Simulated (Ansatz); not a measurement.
This Ansatz (a program for electronic structure) input is the reference run, BAs in the zinc blende structure (space group F-43m, No. 216), computed with r2SCAN, PAW, 500 eV (Ansatz; no spin-orbit coupling):

Ansatz 0.2 input:
```yaml
crystal:
  lattice:
    - [0, 2.3919293359, 2.3919293359]
    - [2.3919293359, 0, 2.3919293359]
    - [2.3919293359, 2.3919293359, 0]
  atoms:
    - { symbol: B, position: [0, 0, 0] }
    - { symbol: As, position: [0.25, 0.25, 0.25] }
basis: { ecutwfc: 500, ecutrho_ratio: 4, xc_grid: 4, fft_grid_basis: typed }
kpoints: { mp_grid: { grid: [12, 12, 12] } }
hamiltonian:
  xc: r2scan
  dispersion: none
  pseudopotentials: { kind: paw }
scf: { occupations: { method: fermi_dirac, width: 0.05 }, convergence: { dr2_threshold: 0.0000000002 } }
output: { forces: true, stress: true }
checkpoint: { write: state.ck, write_every: 1000 }
```

Question: Write the input for this change: a pure shear with ε_xy = ε_yx = 0.0057; the atoms relax in the strained cell.

Answer: 
Ansatz 0.2 input:
```yaml
crystal:
  lattice:
    - [0.0136339972, 2.3919293359, 2.3919293359]
    - [2.3919293359, 0.0136339972, 2.3919293359]
    - [2.4055633331, 2.4055633331, 0]
  atoms:
    - { symbol: B, position: [0, 0, 0] }
    - { symbol: As, position: [0.25, 0.25, 0.25] }
basis: { ecutwfc: 500, ecutrho_ratio: 4, xc_grid: 4, fft_grid_basis: typed }
kpoints: { mp_grid: { grid: [12, 12, 12] } }
hamiltonian:
  xc: r2scan
  dispersion: none
  pseudopotentials: { kind: paw }
scf: { occupations: { method: fermi_dirac, width: 0.05 }, convergence: { dr2_threshold: 0.0000000002 } }
relax: { f_tol: 0.005, max_steps: 50 }
output: { forces: true, stress: true }
checkpoint: { write: state.ck, write_every: 1000 }
```
This is the input that was run.

Whether these cells are dynamically stable was not tested.
